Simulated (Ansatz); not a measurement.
The starting structures come from a database of crystals and need not be the phases stable at ambient conditions.

Given:

```
Al2HgTe4
1.0
    6.22639     0.00000     0.00000
    0.00000     6.22639     0.00000
    3.11320    -3.11320     5.95363
Al Hg Te
2 1 4
Direct
  0.75000   0.75000   0.50000
  0.50000   0.50000   0.00000
  0.00000   0.00000   0.00000
  0.13582   0.39487   0.27428
  0.39487   0.58990   0.72572
  0.58990   0.87941   0.27428
  0.87941   0.13582   0.72572
```

Space group of this cell: I-4. The cell is taken as given.

Transport runs along the normal of the first two printed cell vectors, the (001) plane of the conventional cell.

The gap is the functional's own. No spin-orbit coupling. Mid-gap values are interpolated on the energy grid.

Task: Predict the band gap and the smallest decay constant κ at mid-gap from r2SCAN (Ansatz, a quantum-chemistry and plane-wave program).

Result: Gap 1.55 eV on a 6×6×6 mesh; κ = 0.164 1/Å, at the zone centre.
